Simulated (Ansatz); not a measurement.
System: SiO₂ (model structure, started from the tetragonal ZrO2 type, P4₂/nmc, No. 137, 6 atoms in the cell). Method: r²SCAN (Ansatz, a program for electronic structure, PAW).

Numerical settings: plane-wave cutoff 560 eV, 12×12×4 k mesh (along the axes of the cell as run), Fermi–Dirac smearing 0.01 eV, scalar-relativistic PAW data made under PBE.

The cell is the one relaxed with PBEsol. Conventional cell: a = 2.8209 Å, b = 2.8209 Å, c = 8.6281 Å, α = 90.00°, β = 90.00°, γ = 90.00°.

```
O2Si
1.0
    2.82094     0.00000     0.00000
    0.00000     2.82094     0.00000
    0.00000     0.00000     8.62811
Si O
2 4
Direct
  0.00000   0.00000   0.00000
  0.50000   0.50000   0.50000
  0.00000   0.50000   0.09899
  0.00000   0.50000   0.59899
  0.50000   0.00000   0.40101
  0.50000   0.00000   0.90101
```

Q: List the 20 lowest band energies at Γ above −25 eV (eV, relative to the valence band maximum), grouping those that round alike.

A: At Γ: -20.73, -20.62, -18.23, -18.07, -4.25 (×2), -4.18 (×2), -4.03, -3.16, -2.81, -1.58, -0.45 (×2), -0.32 (×2), 5.89, 7.33, 7.53, 8.08.

Note: the relaxation could raise the start's symmetry but not lower it, so the cell can be a saddle point; cell and atoms aren't relaxed at this level (largest force component 0.31 eV/Å, pressure -2.7 GPa).

A model structure was made by putting elements into a prototype or built by hand; it is no filed structure, need not be a known phase, and can be a saddle point held by its symmetry.
